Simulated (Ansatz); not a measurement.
Consider PbSe in the rock salt structure (space group Fm-3m, No. 225; a = 6.041 Å). Axes: x, y, z lie along the cube axes.

The values are results of LDA, PAW, 420 eV (Ansatz, an electronic-structure program; scalar-relativistic without spin-orbit coupling), not measurements.

For the base:

* **Pressure**: 0.0 GPa
* **Shortest interatomic distance**: 5.708 bohr

Modification: the cell is compressed by 2.50 % along z with no lateral relaxation, atoms relaxed at fixed cell.

### Question
How does this affect the energy relative to the base, pressure and shortest interatomic distance?

### Answer
The energy increases by 9.0 meV/atom; the pressure (mean of the normal stresses, compression positive) goes from zero to 1.7 GPa; the shortest interatomic distance falls by 0.143 bohr, from 5.708 bohr to 5.565 bohr.

The cells carry an imposed strain or load. Whether these cells are dynamically stable was not tested. The final runs are not spin-polarised. Gaps under 0.05 eV, about the width of the smearing, are given as zero.
